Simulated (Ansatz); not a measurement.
An Ansatz (an electronic-structure program) run: Os with a change (biaxial strain −3.14 %, plane normal [001], relaxed out of plane); r2SCAN (Ansatz; PAW; 500 eV plane waves; without spin-orbit coupling).

Input:

Ansatz 0.2 input:
```yaml
crystal:
  lattice:
    - [2.6519803637, 0, 0]
    - [1.3259901818, 2.2966823653, 0]
    - [0, 0, 4.3862203494]
  atoms:
    - { symbol: Os, position: [0.3333333333, 0.3333333333, 0.75] }
    - { symbol: Os, position: [0.6666666667, 0.6666666667, 0.25] }
basis: { ecutwfc: 500, ecutrho_ratio: 4, xc_grid: 4, fft_grid_basis: typed }
kpoints: { mp_grid: { grid: [24, 24, 13] } }
hamiltonian:
  xc: r2scan
  dispersion: none
  pseudopotentials: { kind: paw }
scf: { occupations: { method: fermi_dirac, width: 0.1 } }
relax: { f_tol: 0.005, max_steps: 50, cell: { stress_tol: 0.01, fix: [a, b, gamma] } }
output: { forces: true, stress: true }
checkpoint: { write: state.ck, write_every: 1000 }
```

Output (explanatory and most iteration lines left out):

```
Relaxation: its limit of steps is 50 (relax.max_steps)
Pseudopotential: Os, paw, valence charge 16
Crystal: 2 atoms, lattice volume = 26.715 Å³
Basis set: ecut = 500 eV, 699 PW (Γ), exchange–correlation on 80×80×128 points (64 copies of the dense FFT grid, shifted against one another)
Bands: 20, of which v1, the nominal top of the filled ones, is band 16 counted from 1 (15 counted from 0)
Symmetry: 24 space group operations
Space group: P63/mmc (ITA 194), of the structure as read, at distance tolerance 3.0e-5 Å
k-points: 427 of 7488
Functional: x = r2scan, c = r2scan; τ floored in thin density (d = 2e-4 eV/Å³)
SCF iter   1: F=—  HF=-22795.047808 eV  |F-HF|=—  |Δ(HF+E_count)|=         —  Δρ=1.08e-2  dr2=6.30e-3  dr2_τ=4.94e-2  ethr=1.77e-3  ⟨swp⟩=4.8  Hψ=34976  notcnv=0
SCF iter   2: F=—  HF=-22795.103305 eV  |F-HF|=—  |Δ(HF+E_count)|=   5.55e-2  Δρ=6.60e-3  dr2=2.53e-3  dr2_τ=5.22e-4  ethr=1.97e-5  ⟨swp⟩=2.0  Hψ=15997  notcnv=0
SCF 1 converged in 6 iterations: F = -22795.109086 eV  dr2 = 5.01e-8
relax step   1: F+E_penalty+E_count = -22795.10908627 eV  Δ(F+E_penalty+E_count) = +0.000e0 eV  max|allowed force component| = 7.864e-17 eV/Å  Δτ_max = 0.0000 Å  P = +23.295 GPa  Ω = 26.715 Å³  fix = [a, b, gamma]  reactions: a +34.434, b +34.434 GPa  (6 SCF iters, dr2 threshold 1.00e-7 eV, accepted)
[... steps on the carried basis left out ...]
relax step   3: F+E_penalty+E_count = -22795.10915717 eV  Δ(F+E_penalty+E_count) = -7.090e-5 eV  max|allowed force component| = 5.551e-17 eV/Å  Δτ_max = 0.0000 Å  P = +22.754 GPa  Ω = 26.744 Å³  energy of the carried Pulay correction = -2.041e-5 eV  fix = [a, b, gamma]  reactions: a +34.135, b +34.135 GPa  (7 SCF iters, accepted)
Crystal: 2 atoms, lattice volume = 26.744 Å³
Basis set: ecut = 500 eV, 701 PW (Γ), exchange–correlation on 80×80×144 points (64 copies of the dense FFT grid, shifted against one another)
SCF iter   1: F=—  HF=-22795.109142 eV  |F-HF|=—  |Δ(HF+E_count)|=         —  Δρ=2.19e-4  dr2=2.23e-7  dr2_τ=8.82e-9  ethr=1.57e-8  ⟨swp⟩=3.9  Hψ=61671  notcnv=0
SCF iter   2: F=—  HF=-22795.109167 eV  |F-HF|=—  |Δ(HF+E_count)|=   2.51e-5  Δρ=1.09e-4  dr2=5.53e-8  dr2_τ=1.10e-6  ethr=6.96e-10  ⟨swp⟩=2.3  Hψ=11527  notcnv=0
SCF 4 converged in 6 iterations: F = -22795.109177 eV  dr2 = 5.45e-14
SCF converged after 6 iterations
Free energy (F): -22795.109177 eV
Internal energy: -22795.073521 eV  (E = F + TS)
E sigma→0 (E₀):  -22795.091349 eV
Entropy (-TS):   -0.035656 eV (-17.828 meV/atom)
Fermi energy:    27.265919 eV
--- Forces (eV/Å), atoms counted from 1 ---
  atom   1  Os    -0.00000000     0.00000000     0.00000000
  atom   2  Os     0.00000000    -0.00000000    -0.00000000
--- Stress (GPa, compression-positive) ---
       34.134795       0.000000       0.000000
        0.000000      34.134795       0.000000
        0.000000       0.000000      -0.005724
  P = ⅓ Tr σ = 22.7546 GPa (227.546 kbar)
--- Relaxed structure (3 steps of the walk, 2 accepted, 1 SCFs on fresh bases) ---
  cell:  # Å, volume = 26.7444 Å³
    - [2.6519803636990216, 2.8867567170979325e-11, 0.0]
    - [1.3259901818245108, 2.2966823653152812, 0.0]
    - [0.0, 0.0, 4.390985283723575]
  atoms:
    - { symbol: Os, position: [0.33333333333333337, 0.33333333333333326, 0.7500000000000001] }
    - { symbol: Os, position: [0.6666666666666667, 0.6666666666666665, 0.25] }
```

Stability against distortions was not tested. The final runs are not spin-polarised. The cell was made from Os in the hcp (Mg type) structure (space group P6_3/mmc, No. 194) by this change: biaxial strain −3.14 %, plane normal [001], relaxed out of plane.
